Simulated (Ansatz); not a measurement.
Input for (Ti,Mo)Si2 alloy cell Mo3TiSi8 (TiSi2 (C54) type start):

Ansatz 0.2 input:
```yaml
crystal:
  lattice:
    - [9.427358544, -0.003092698, -0.008242683]
    - [2.350567376, 8.099825527, 4.335919948]
    - [2.355906501, -8.100667723, 4.334512431]
  atoms:
    - { symbol: Ti, position: [0.749460318, 0.007148358, 0.003176681] }
    - { symbol: Ti, position: [0.500923435, 0.747009802, 0.24623942] }
    - { symbol: Mo, position: [0.253301002, -0.009562516, -0.000980805] }
    - { symbol: Ti, position: [0.49975128, 0.254632859, 0.74692072] }
    - { symbol: Mo, position: [0.745613148, 0.503284044, 0.505604498] }
    - { symbol: Mo, position: [-0.002678167, 0.748944013, 0.257128816] }
    - { symbol: Mo, position: [0.001831569, 0.24690434, 0.751660158] }
    - { symbol: Mo, position: [0.25026183, 0.496411347, 0.495021518] }
    - { symbol: Mo, position: [0.746466482, 0.375356774, 0.128301284] }
    - { symbol: Mo, position: [0.504015944, 0.117352195, 0.375405984] }
    - { symbol: Mo, position: [0.250815333, 0.372228715, 0.115733392] }
    - { symbol: Ti, position: [0.499755265, 0.620408591, 0.877115427] }
    - { symbol: Mo, position: [0.745959948, 0.884354056, 0.6361326] }
    - { symbol: Mo, position: [0.000480474, 0.129423275, 0.373191331] }
    - { symbol: Mo, position: [-0.005327839, 0.634376562, 0.875224117] }
    - { symbol: Mo, position: [0.256030733, 0.872837465, 0.615841681] }
    - { symbol: Si, position: [0.749317034, 0.177691223, 0.82931257] }
    - { symbol: Si, position: [0.503332131, 0.9178784, 0.077741123] }
    - { symbol: Si, position: [0.252351516, 0.171831649, 0.820932247] }
    - { symbol: Si, position: [0.498493396, 0.418609548, 0.575793565] }
    - { symbol: Si, position: [0.749364324, 0.671518121, 0.33511425] }
    - { symbol: Si, position: [-0.001908869, 0.928734843, 0.076918677] }
    - { symbol: Si, position: [-0.000581843, 0.427722866, 0.574390987] }
    - { symbol: Si, position: [0.249934714, 0.668137964, 0.324680451] }
    - { symbol: Si, position: [0.755373654, 0.82249306, 0.173860773] }
    - { symbol: Si, position: [0.499078019, 0.575283843, 0.425130494] }
    - { symbol: Si, position: [0.242229938, 0.830065402, 0.171819634] }
    - { symbol: Si, position: [0.494199297, 0.077088709, 0.926821534] }
    - { symbol: Si, position: [0.758029607, 0.328922648, 0.669798854] }
    - { symbol: Si, position: [-0.000634248, 0.581820648, 0.418973005] }
    - { symbol: Si, position: [0.007501588, 0.080479577, 0.917829176] }
    - { symbol: Si, position: [0.243219456, 0.332635695, 0.669864058] }
    - { symbol: Si, position: [0.747844874, 0.710501779, 0.797009892] }
    - { symbol: Si, position: [0.49944411, 0.453409709, 0.044994616] }
    - { symbol: Si, position: [0.251671092, 0.695801893, 0.795016131] }
    - { symbol: Si, position: [0.504885999, 0.954028126, 0.542911345] }
    - { symbol: Si, position: [0.748010948, 0.205703571, 0.297840859] }
    - { symbol: Si, position: [-0.003623832, 0.449191015, 0.052409832] }
    - { symbol: Si, position: [0.000115599, 0.948957386, 0.552258073] }
    - { symbol: Si, position: [0.253959191, 0.197395935, 0.298459944] }
    - { symbol: Si, position: [0.758212749, 0.542873581, 0.951963156] }
    - { symbol: Si, position: [0.495339176, 0.29997803, 0.20155509] }
    - { symbol: Si, position: [0.239371211, 0.54825224, 0.956827933] }
    - { symbol: Si, position: [0.49803152, 0.800324443, 0.700616877] }
    - { symbol: Si, position: [0.756595789, 0.047617482, 0.451115716] }
    - { symbol: Si, position: [0.003261121, 0.293839127, 0.206991808] }
    - { symbol: Si, position: [0.003556002, 0.795866013, 0.705786144] }
    - { symbol: Si, position: [0.247363948, 0.044235618, 0.453544363] }
basis:
  ecutwfc: 420
  ecutrho_ratio: 4
  xc_grid: 2
kpoints:
  mp_grid: { grid: [4, 4, 4] }
hamiltonian:
  xc: pbe
  dispersion: none
  pseudopotentials: { kind: paw }
scf:
  n_extra_bands: 45
  occupations: { method: fermi_dirac, width: 0.05 }
output:
  forces: true
  stress: true
relax:
  f_tol: 0.03
  max_steps: 90
  cell: { stress_tol: 0.15 }
```

Method: PBE (plane waves to 420 eV, PAW; Ansatz, an electronic-structure program). Scalar-relativistic, without spin–orbit coupling; the runs are not spin-polarised. Its k-point mesh 4×4×4, Fermi–Dirac width 0.05 eV.

**Question.** Write the closing report of this run, without the band table and long remarks, to eight decimals at most.

**Answer.** 
```
SCF converged after 7 iterations
Free energy (F): -89838.612620 eV
Harris-Foulkes:  -89838.612620 eV  (|F-HF|=1.46e-11)
Internal energy: -89838.470828 eV  (E = F + TS)
E sigma→0 (E₀):  -89838.541724 eV
Entropy (-TS):   -0.141791 eV (-2.954 meV/atom)
Fermi energy:    15.113151 eV
--- Per-component energies (eV) ---
  E_band       = -1069.938545
  E_kinetic    = 7804.364964
  E_local      = -18033.101111  (includes V_loc(G=0)·N_el)
  E_nonlocal   = 2549.240366
  E_hartree    = 6961.413051
  E_xc         = -4422.054730
  E_vxc        = -4820.049229  (∫ρ·V_xc dr)
  E_paw        = -59014.917897  (= ΣΔE_a)
  E_vpaw       = -2493.220855  (= ΣTr[D̂ρ^β])
  E_aug_tail   = 0.001222  (compensation charges beyond the density's cutoff)
  E_ewald      = -25683.416694
  E_smearing   = -0.141791  (= −TS)
  E_closure    = 0.000000  (closes the sum)
  Σ components = -89838.612620   (vs F -89838.612620, Δ=0.00e0)
--- Forces (eV/Å), atoms counted from 1 ---
  atom   1  Ti    -0.00094968    -0.00463983     0.01032976
  atom   2  Ti     0.00182290    -0.00214595    -0.00096374
  atom   3  Mo    -0.00081999     0.00486483     0.00613464
  atom   4  Ti     0.00476205    -0.00372276     0.00952728
  atom   5  Mo     0.00340756    -0.00925391     0.00528630
  atom   6  Mo    -0.00153168     0.00761997    -0.00021786
  atom   7  Mo     0.00576207     0.00721228    -0.00371804
  atom   8  Mo    -0.00585360     0.00007884    -0.00197809
  atom   9  Mo    -0.00755789    -0.00362585    -0.00062102
  atom  10  Mo     0.00339971     0.00587055    -0.00050233
  atom  11  Mo     0.00652593    -0.00999783     0.00033928
  atom  12  Ti     0.00061932    -0.00498127    -0.00318156
  atom  13  Mo     0.00712571     0.01352398     0.00168789
  atom  14  Mo    -0.00308731    -0.00628064     0.00110643
  atom  15  Mo    -0.00026534    -0.00999467    -0.00188558
  atom  16  Mo     0.00004693     0.00154121     0.00106823
  atom  17  Si    -0.00159795     0.00206776     0.00292491
  atom  18  Si    -0.00274526     0.00261026    -0.00740883
  atom  19  Si     0.00151293    -0.00217996     0.00458160
  atom  20  Si    -0.00326780    -0.00051455     0.00263217
  atom  21  Si    -0.00298886     0.00332229    -0.00423151
  atom  22  Si    -0.00235313     0.00186263     0.00128103
  atom  23  Si    -0.00257158     0.00021385     0.00004328
  atom  24  Si     0.00351108    -0.00002617    -0.00269863
  atom  25  Si    -0.00152600    -0.00472810    -0.00274538
  atom  26  Si    -0.00299324     0.00201511     0.00846483
  atom  27  Si     0.00010741     0.00163240    -0.00164166
  atom  28  Si     0.00134308    -0.00133140    -0.00289100
  atom  29  Si     0.00110228     0.00561594     0.00242983
  atom  30  Si     0.00177402     0.00300859    -0.00160189
  atom  31  Si    -0.00010963     0.00018398     0.00083518
  atom  32  Si     0.00299895    -0.00002791     0.00230582
  atom  33  Si    -0.00296512     0.00046778     0.00114958
  atom  34  Si    -0.00629558     0.00048573    -0.00704050
  atom  35  Si    -0.00034991    -0.00231685     0.00005918
  atom  36  Si    -0.00158308    -0.00177865    -0.00524289
  atom  37  Si    -0.00286949     0.00641741    -0.01392104
  atom  38  Si     0.00544888    -0.00112281    -0.00145087
  atom  39  Si    -0.00080033     0.00080957     0.00273110
  atom  40  Si    -0.00072044     0.00935464     0.00591100
  atom  41  Si     0.00986956     0.00533446     0.00445303
  atom  42  Si     0.00038479    -0.00211548    -0.00749550
  atom  43  Si    -0.00456569     0.00063070     0.00064073
  atom  44  Si    -0.00186349     0.00056689    -0.00282831
  atom  45  Si    -0.00078446    -0.00466466     0.01080884
  atom  46  Si     0.00291518    -0.00042971    -0.00170610
  atom  47  Si     0.00067456    -0.00486183    -0.00046658
  atom  48  Si    -0.00209838    -0.00657094    -0.01029299
  max |Σ_I F_I| component: 5.43e-8 eV/Å
--- Stress (GPa, compression-positive) ---
       -0.031599       0.001155       0.002725
        0.001155       0.018050       0.001567
        0.002725       0.001567      -0.052539
  P = ⅓ Tr σ = -0.0220 GPa (-0.220 kbar)
--- Relaxed structure (6 steps of the walk, 6 accepted, 1 SCFs on fresh bases) ---
  F+E_penalty+E_count = -89838.61261963 eV   max|allowed force component| = 1.392e-2 eV/Å   (the final SCF, on the basis selected at the relaxed cell)
  cell:  # Å, volume = 659.5153 Å³
    - [9.28969380, 0.00062057, -0.01085819]
    - [2.31824977, 8.24532684, 4.30369483]
    - [2.31703504, -8.24404013, 4.30180572]
  atoms:
    - { symbol: Ti, position: [0.75044414, 0.00210910, -3.28857993e-5] }
    - { symbol: Ti, position: [0.50026073, 0.75010288, 0.24762009] }
    - { symbol: Mo, position: [0.25111435, -0.00298866, -0.00136399] }
    - { symbol: Ti, position: [0.50049989, 0.25191788, 0.74866219] }
    - { symbol: Mo, position: [0.74752321, 0.50399722, 0.50201206] }
    - { symbol: Mo, position: [-0.00260066, 0.74780101, 0.25308339] }
    - { symbol: Mo, position: [0.00194704, 0.24965036, 0.75136950] }
    - { symbol: Mo, position: [0.24935439, 0.49793837, 0.49843500] }
    - { symbol: Mo, position: [0.74943412, 0.37378079, 0.12832883] }
    - { symbol: Mo, position: [0.50271536, 0.12132520, 0.37342794] }
    - { symbol: Mo, position: [0.24779987, 0.37259924, 0.12101671] }
    - { symbol: Ti, position: [0.49896364, 0.62167818, 0.87642375] }
    - { symbol: Mo, position: [0.74909958, 0.87976225, 0.63231590] }
    - { symbol: Mo, position: [0.00158567, 0.12743163, 0.37394464] }
    - { symbol: Mo, position: [-0.00197100, 0.63048728, 0.87472128] }
    - { symbol: Mo, position: [0.25311980, 0.87284391, 0.62012208] }
    - { symbol: Si, position: [0.74895992, 0.17567307, 0.82882286] }
    - { symbol: Si, position: [0.50213493, 0.91902183, 0.07684818] }
    - { symbol: Si, position: [0.25202458, 0.17065077, 0.82635260] }
    - { symbol: Si, position: [0.49861720, 0.42137399, 0.58123974] }
    - { symbol: Si, position: [0.74762034, 0.67201713, 0.33042479] }
    - { symbol: Si, position: [-0.00272096, 0.92329701, 0.07996302] }
    - { symbol: Si, position: [0.00070475, 0.41929345, 0.58119401] }
    - { symbol: Si, position: [0.25208302, 0.66806812, 0.32747548] }
    - { symbol: Si, position: [0.75041479, 0.82536695, 0.17290450] }
    - { symbol: Si, position: [0.49917173, 0.57772123, 0.42035266] }
    - { symbol: Si, position: [0.24932497, 0.83002655, 0.16987650] }
    - { symbol: Si, position: [0.49987538, 0.07859537, 0.92540494] }
    - { symbol: Si, position: [0.75049396, 0.32972785, 0.66954411] }
    - { symbol: Si, position: [-0.00028953, 0.58238876, 0.42002861] }
    - { symbol: Si, position: [0.00057117, 0.07806973, 0.91894497] }
    - { symbol: Si, position: [0.25050189, 0.32943917, 0.67074597] }
    - { symbol: Si, position: [0.74899688, 0.70434191, 0.79578686] }
    - { symbol: Si, position: [0.49894834, 0.45620777, 0.04479019] }
    - { symbol: Si, position: [0.25103543, 0.70274703, 0.79661152] }
    - { symbol: Si, position: [0.50027412, 0.95617163, 0.54515266] }
    - { symbol: Si, position: [0.75167094, 0.20475102, 0.29379456] }
    - { symbol: Si, position: [-0.00029707, 0.45350950, 0.04587044] }
    - { symbol: Si, position: [0.00133067, 0.95486394, 0.54431539] }
    - { symbol: Si, position: [0.24977305, 0.20401835, 0.29449588] }
    - { symbol: Si, position: [0.74934871, 0.54636317, 0.95326066] }
    - { symbol: Si, position: [0.49893363, 0.29375712, 0.20446312] }
    - { symbol: Si, position: [0.24861261, 0.54608924, 0.95452876] }
    - { symbol: Si, position: [0.49889400, 0.79706712, 0.70358280] }
    - { symbol: Si, position: [0.75236714, 0.04601479, 0.45673086] }
    - { symbol: Si, position: [0.00042435, 0.29480313, 0.20557833] }
    - { symbol: Si, position: [0.00152255, 0.79560621, 0.70705384] }
    - { symbol: Si, position: [0.24938637, 0.04252050, 0.45377470] }
```

Cost: very roughly 60 core-minutes.
